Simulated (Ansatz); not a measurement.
**Worked example: self-consistent single point of AlN (Fm-3m, 2 atoms in the cell) in Ansatz (a quantum-chemistry and plane-wave program)**

Method of the run: LDA (PW92), default PAW files made with PBE (plane waves; Ansatz).

The input file:

Ansatz 0.2 input:
```yaml
crystal:
  lattice:
    - [0.000000, 2.044693, 2.044693]
    - [2.044693, 0.000000, 2.044693]
    - [2.044693, 2.044693, 0.000000]
  atoms:
    - { symbol: Al, position: [0.500000, 0.500000, 0.500000] }
    - { symbol: N, position: [0.000000, 0.000000, 0.000000] }
basis:
  ecutwfc: 420.0
kpoints:
  mp_grid:
    grid: [10, 10, 10]
hamiltonian:
  xc: lda
  pseudopotentials:
    kind: paw
scf:
  occupations:
    method: fixed
output:
  forces: true
  eigenvalues: true
  stress: true
```

The program printed (abridged):

```
WARN ansatz: RAYON_NUM_THREADS=1 ignored (pool sized by the plan → 1); use --threads N
Pseudopotentials: kind: paw
Pseudopotential: Al, paw, valence charge 3
Pseudopotential: N, paw, valence charge 5
Crystal: 2 atoms, lattice volume = 17.097 Å³
Basis set: ecut = 420 eV, 331 PW (Γ)
Bands: 8, of which v1, the nominal top of the filled ones, is band 4 counted from 1 (3 counted from 0)
Symmetry: 48 space group operations
Space group: Fm-3m (ITA 225), of the structure as read, at distance tolerance 2.6e-5 Å
k-points: 47 of 1000
PAW frozen core: Al, regenerated for the run's functional, and the local potential with it
PAW frozen core: N, regenerated for the run's functional, and the local potential with it
Initial density: superposition of atomic densities (neutral atoms: chi_scale 0, normalization atom), corrected by the library's trained network
Initial wavefunctions: pseudopotential atomic-orbital guess
Eigensolver: davidson
Functional: x = slater, c = lda
SCF iter   1: F=—  HF=-889.622462 eV  |F-HF|=—  |Δ(HF+E_count)|=         —  Δρ=9.08e-3  dr2=1.45e-2  ethr=1.77e-3  ⟨swp⟩=4.1  Hψ=2354  notcnv=0  defer=63
all-band conjugate gradients solve this SCF's bands
preconditioner: auto → none
SCF iter   2: F=—  HF=-889.618074 eV  |F-HF|=—  |Δ(HF+E_count)|=   4.39e-3  Δρ=4.55e-3  dr2=1.68e-3  ethr=1.82e-4  ⟨swp⟩=2.3  Hψ=893  notcnv=0  defer=90
SCF iter   3: F=—  HF=-889.617518 eV  |F-HF|=—  |Δ(HF+E_count)|=   5.56e-4  Δρ=1.59e-3  dr2=1.66e-4  ethr=2.10e-5  ⟨swp⟩=2.4  Hψ=600  notcnv=0  defer=83
SCF iter   4: F=—  HF=-889.617441 eV  |F-HF|=—  |Δ(HF+E_count)|=   7.70e-5  Δρ=1.64e-4  dr2=1.50e-6  ethr=2.08e-6  ⟨swp⟩=3.0  Hψ=585  notcnv=0  defer=87
SCF iter   5: F=—  HF=-889.617441 eV  |F-HF|=—  |Δ(HF+E_count)|=   3.31e-8  Δρ=9.35e-6  dr2=5.47e-9  ethr=1.88e-8  ⟨swp⟩=2.0  Hψ=561  notcnv=0  defer=11
SCF iter   6: F=-889.617441 eV  HF=-889.617441 eV  |F-HF|=1.07e-11  |Δ(HF+E_count)|=   1.10e-9  Δρ=6.06e-7  dr2=2.89e-11  ethr=6.83e-11  ⟨swp⟩=3.6  Hψ=1868  notcnv=0
SCF 1 converged in 6 iterations: F = -889.617441 eV  dr2 = 2.89e-11
SCF converged after 6 iterations
Free energy (F): -889.617441 eV
Harris-Foulkes:  -889.617441 eV  (|F-HF|=1.07e-11)
Internal energy: -889.617441 eV  (E = F + TS)
E sigma→0 (E₀):  -889.617441 eV
Fermi energy:    10.458678 eV
--- Per-component energies (eV) ---
  E_band       = 34.068422
  E_kinetic    = 160.708546
  E_local      = -173.325118  (includes V_loc(G=0)·N_el)
  E_nonlocal   = 55.896146
  E_hartree    = 61.894983
  E_xc         = -101.554430
  E_vxc        = -108.942228  (∫ρ·V_xc dr)
  E_paw        = -561.361936  (= ΣΔE_a)
  E_vpaw       = -24.059035  (= ΣTr[D̂ρ^β])
  E_aug_tail   = 0.000092  (compensation charges beyond the density's cutoff)
  E_ewald      = -332.011483
  E_core_change = 0.135761  (= ΣΔE_core)
  E_smearing   = -0.000000  (= −TS)
  E_closure    = 0.000000  (closes the sum)
  Σ components = -889.617441   (vs F -889.617441, Δ=0.00e0)
--- Forces (eV/Å), atoms counted from 1 ---
  atom   1  Al     0.00000000    -0.00000000     0.00000000
  atom   2  N     -0.00000000     0.00000000    -0.00000000
  max |Σ_I F_I| component: 5.34e-31 eV/Å
--- Stress (GPa, compression-positive) ---
      -14.344450      -0.000000      -0.000000
        0.000000     -14.344450      -0.000000
        0.000000       0.000000     -14.344450
  P = ⅓ Tr σ = -14.3444 GPa (-143.444 kbar)
  The stress holds the Pulay correction. Without it, at fixed plane waves, as pw.x and ABINIT print it: P = -15.0391 GPa
--- Band table (eV; the first three rows and the last of 47) ---
  k-point 0: bands = ["-6.6353", "10.4587", "10.4587", "10.4587", "15.7290", "22.3243", "22.3243", "22.3243"]
  k-point 1: bands = ["-6.4346", "9.4545", "10.3427", "10.3427", "16.3558", "21.4584", "22.6047", "22.6047"]
  k-point 2: bands = ["-5.8508", "7.3607", "10.0609", "10.0609", "17.0471", "20.9055", "22.7045", "22.7045"]
  k-point 46: bands = ["-2.3380", "4.3526", "5.5868", "6.6948", "17.5590", "19.5270", "22.0464", "22.7282"]
```

The run converged in 6 iterations.

The starting cell comes from a database of computed structures (which also holds hypothetical and non-ambient phases and stackings), without a prior relaxation at this level. Its lattice was rescaled by up to half a per cent. With a pressure of about -14 GPa the cell is away from its equilibrium volume at this level. Ansatz's pressure includes its estimate of the finite-basis (Pulay) stress. Without the estimate this run gives -15.04 GPa.
